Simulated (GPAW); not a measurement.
Worked example: self-consistent single point of Ge2W (P1, 3 atoms in the cell) in GPAW.

Level of theory: PBEsol, GPAW PAW datasets PBEsol (made by gpaw-setup) (plane waves; GPAW 25.7.0).

```
Ge2W
1.0
   -1.66229     1.66229     4.08880
    1.66229    -1.66229     4.08880
    1.66229     1.66229    -4.08880
Ge W
2 1
Direct
  0.36883   0.34577   0.05033
  0.62899   0.67439   0.97880
  0.00218   0.97984   0.97087
```

Reference input (self-consistent single point, DFT LDA (Perdew-Wang 92), plane waves, GPAW PAW datasets LDA (gpaw-data 1.0.1)): mode = pw; ecut = 600 eV; xc = LDA; kpts = 6 6 7; mesh shift (steps) = 0 0 0; occupations.name = methfessel-paxton; occupations.width = 0.05 eV; occupations.order = 0; nbands = -11; symmetry.symmorphic = false; symmetry.tolerance = 0.0005; maxiter = 150. This run's input differs from it in these lines:

```diff
@@ -14,3 +14,3 @@
 calc = GPAW(mode=PW(600),
-            xc='LDA',
+            xc='PBEsol',
             kpts={'size': (6, 6, 7), 'gamma': True},
```

Its files differ too (potentials: GPAW PAW datasets PBEsol (made by gpaw-setup)).

Output, abridged:

```
     iter     time        total  log10-change:
                         energy   eigst   dens
iter:   1 --:--:--   -22.314344
iter:   2 --:--:--   -22.301093   -1.84  -1.18
iter:   3 --:--:--   -22.203869   -1.82  -1.20
iter:   4 --:--:--   -22.165806   -3.32  -1.78
iter:   5 --:--:--   -22.161831   -3.32  -1.94
iter:   6 --:--:--   -22.161516c  -4.92  -2.52
iter:   7 --:--:--   -22.160514c  -4.39  -2.55
iter:   8 --:--:--   -22.160380c  -5.23  -2.71
iter:   9 --:--:--   -22.160271c  -5.09  -2.97
iter:  10 --:--:--   -22.160250c  -6.24  -3.37
iter:  11 --:--:--   -22.160252c  -7.11  -3.49
iter:  12 --:--:--   -22.160253c  -6.25  -3.55
iter:  13 --:--:--   -22.160253c  -8.01c -3.72
iter:  14 --:--:--   -22.160249c  -6.88  -3.79
iter:  15 --:--:--   -22.160249c  -7.65c -4.01c
Converged after 15 iterations.

Dipole moment: (0.841677, -0.833416, 1.628801) |e|*Ang

Energy contributions relative to reference atoms: (reference = -552754.291050)

Kinetic:        +33.509826
Potential:      -28.336031
External:        +0.000000
XC:             -27.254922
Entropy (-ST):   -0.000997
Local:           -0.078623
SIC:             +0.000000
--------------------------
Free energy:    -22.160747
Extrapolated:   -22.160249

Showing only first 2 kpts
 Kpt  Band  Eigenvalues  Occupancy
  0     9      9.74266    2.00000
  0    10     12.89528    0.00000
  0    11     14.22426    0.00000
  0    12     15.65153    0.00000

  1     9     10.56232    2.00000
  1    10     10.92898    2.00000
  1    11     13.62073    0.00000
  1    12     15.35368    0.00000

Fermi level: 12.26124

No gap
No difference between direct/indirect transitions
Energy (eV): -22.160249

Forces in eV/Ang:
  0 Ge   -0.41572   -1.18738    0.72608
  1 Ge   -0.60653    1.30511   -0.08842
  2 W     1.02020   -0.11787   -0.63636

Stress tensor:
    -0.004506    -0.000231     0.005173
    -0.000231    -0.000857    -0.000481
     0.005173    -0.000481    -0.007471
Stress (GPa, Voigt): [-0.7219 -0.1374 -1.1969 -0.0771  0.8289 -0.037 ]
```

The run converged in 15 iterations. GPAW prints stress with tension positive. Against the reference run the pressure goes from -3.34 to 0.69 GPa and the largest force goes from 1.387 to 1.453 eV/Å.

The starting cell comes from a database of computed structures (which also holds hypothetical and non-ambient phases and stackings), without a prior relaxation at this level. Its atoms were displaced at random from the sites of space group no. 139. Spin polarisation is off. Forces in this geometry exceed 1 eV/Å.

Cost on one core of a shared machine: roughly 6 min.
